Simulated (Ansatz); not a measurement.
We consider InSbO₄ (model structure, started from the BPO4 type, I-4, No. 82, 6 atoms in the cell), described by PBEsol (plane waves, PAW; Ansatz, a quantum-chemistry and plane-wave program).

Settings: plane-wave cutoff 520 eV, 8×8×8 k mesh, Fermi–Dirac smearing 0.01 eV, scalar-relativistic PAW data made under PBE.

Cell (relaxed with PBEsol):

Space group I-4 (No. 82); a = 5.8589 Å, b = 5.8589 Å, c = 7.7657 Å, α = 90.00°, β = 90.00°, γ = 90.00°

| atom | site | symmetry | x | y | z |
|---|---|---|---|---|---|
| In | 2d | -4.. | 0.5000 | 0.0000 | 0.2500 |
| Sb | 2a | -4.. | 0.0000 | 0.0000 | 0.0000 |
| O | 8g | 1 | 0.2300 | 0.1484 | 0.1273 |
(The calculation used a cell of 6 atoms; values per cell refer to that cell.)

Task: Give the computed band gap and smallest direct gap on the k points sampled.

Result: 
* **band gap**: 2.32 eV
* **smallest direct gap on the k points sampled**: 2.38 eV

Note: the relaxation could raise the start's symmetry but not lower it, so the cell can be a saddle point.

Spin–orbit coupling is not included.

It cost around 60 core-seconds (rough) of CPU time.

A model structure was made by putting elements into a prototype or built by hand; it is no filed structure, need not be a known phase, and can be a saddle point held by its symmetry.
